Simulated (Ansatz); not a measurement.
How far a parabola holds: energy against volume of L1₂ (Cu3Au-type) Pt₃Ti

We consider L1₂ (Cu3Au-type) Pt₃Ti, described by r²SCAN (plane waves, PAW; Ansatz, a program for electronic structure). Numerical settings: plane-wave cutoff 560 eV, 14×14×14 k mesh, Fermi–Dirac smearing 0.05 eV, no spin polarisation, scalar-relativistic PAW data made under PBE. The cell has no free parameter but its volume, all volumes share cutoff and mesh, and the runs aren't spin-polarised. Energies are free energies at the run's smearing, counted from the lowest row; static lattice.

```
V (Å³/atom)  E (meV/atom)
-----------  ------------
14.167                  ?
14.468              21.03
14.770               5.04
15.071               0.00
15.372               4.66
15.674              17.93
```

Using a parabola, estimate the missing E at V = 14.167 from the other rows, showing the fit.

With u = V - 15.1, the rows have u = -0.6320, -0.3300, -0.0290, 0.2720, 0.5740. Least squares gives E = -0.021 + 0.924·u + 53.580·u². Residuals (row less fit): 0.234, -0.469, 0.003, 0.466, -0.233; standard error 0.522 (degrees of freedom: 2). The fitted curve has its minimum at V = 15.1, where E = -0.02. Its curvature is d²E/dV² = 2 × 53.580 meV/Å⁶, so B = V0·d²E/dV² × 0.1602 = 259 GPa. At the withheld row, u = -0.9330, so E = -0.021 + 0.924 × (-0.9330) + 53.580 × (-0.9330)² = 45.758 meV/atom. The calculation gives 49.35 meV/atom, 3.592 meV/atom above the prediction (7.3 % of the range of E in the table). The row lies outside the fitted rows, so this is an extrapolation. From the scatter of the fitted rows alone, a prediction at this place has a standard error of 1.235 meV/atom, so the miss is 2.9 times that.

The residuals are curvature that a parabola lacks, not noise. A solid that stiffens under compression and softens on expansion lies above the parabola at the compressed end and under it at the expanded end, as this row does. A third-order Birch-Murnaghan fit to the whole scan has B0 = 258 GPa. Only scans are tabulated whose curvature falls smoothly with volume, and where the parabola meets the shown rows within 5 % of their range and misses the end by 0.1 meV or more.

Spin–orbit coupling is not included.
